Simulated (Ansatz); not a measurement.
System: KCSN (Pbcm, No. 57). Method: PBE0 in Ansatz (PAW).

Run with plane-wave cutoff 460 eV, 4×4×4 k mesh, Fermi–Dirac smearing 0.01 eV, scalar-relativistic PAW data made under PBE.

Cell (measured lattice):

```cif
data_C4K4N4S4
_chemical_formula_sum 'K4 C4 S4 N4'
_space_group_name_H-M_alt 'P 1'
_space_group_IT_number 1
_cell_length_a 6.69100
_cell_length_b 6.70700
_cell_length_c 7.62100
_cell_angle_alpha 90.000
_cell_angle_beta 90.000
_cell_angle_gamma 90.000
loop_
_space_group_symop_operation_xyz
  'x, y, z'
loop_
_atom_site_label
_atom_site_type_symbol
_atom_site_fract_x
_atom_site_fract_y
_atom_site_fract_z
_atom_site_occupancy
K1 K 0.25000 0.20800 0.50000 1
K2 K 0.75000 0.79200 0.00000 1
K3 K 0.75000 0.79200 0.50000 1
K4 K 0.25000 0.20800 0.00000 1
C1 C 0.28710 0.77040 0.75000 1
C2 C 0.21290 0.77040 0.25000 1
C3 C 0.78710 0.22960 0.75000 1
C4 C 0.71290 0.22960 0.25000 1
S1 S 0.10870 0.60500 0.75000 1
S2 S 0.39130 0.60500 0.25000 1
S3 S 0.60870 0.39500 0.75000 1
S4 S 0.89130 0.39500 0.25000 1
N1 N 0.41540 0.88900 0.75000 1
N2 N 0.08460 0.88900 0.25000 1
N3 N 0.91540 0.11100 0.75000 1
N4 N 0.58460 0.11100 0.25000 1
```

### Question
Predict the band gap and smallest direct gap on the k points sampled.

### Answer

band gap: 6.07 eV (indirect)
smallest direct gap on the k points sampled: 6.18 eV

Note: cell and atoms aren't relaxed at this level (largest force component 0.18 eV/Å, pressure 0.7 GPa).

Computed values are for the static lattice.

It cost roughly 50 core-minutes of CPU time.

Ansatz is a program for electronic structure.
